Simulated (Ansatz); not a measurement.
The cell is built on a prototype and need not be the phase stable at ambient conditions.

Inside the gap of an insulator the Bloch states are evanescent, with a wavenumber k + iκ along the transport direction.

Given:

```yaml
crystal:
  lattice:
    - [5.06037, 0.00000, 0.00000]
    - [0.00000, 5.16070, 0.00000]
    - [0.00000, 2.58035, 1.48977]
  atoms:
    - { symbol: Ga, position: [0.00000, 0.00000, 0.00000] }
    - { symbol: Ga, position: [0.50000, 0.00000, 0.00000] }
    - { symbol: N, position: [0.75000, 0.66667, 0.00000] }
    - { symbol: N, position: [0.25000, 0.33333, 0.00000] }
```

Space group of this cell: P6_3/mmc, NiAs type. The cell was relaxed by PBE-D3(BJ); by r2SCAN its mean pressure is -3.1 GPa.

Transport runs along the normal of the first two printed cell vectors.

The gap is the functional's own, uncorrected, and κ follows it; spin-orbit coupling is left out. Mid-gap values are interpolated between the computed energies.

### Question
State the band gap and the smallest decay constant κ at mid-gap according to r2SCAN (Ansatz, an electronic-structure program).

### Answer
Gap 1.86 eV on a 6×20×20 mesh; κ = 0.156 1/Å, at the zone centre.
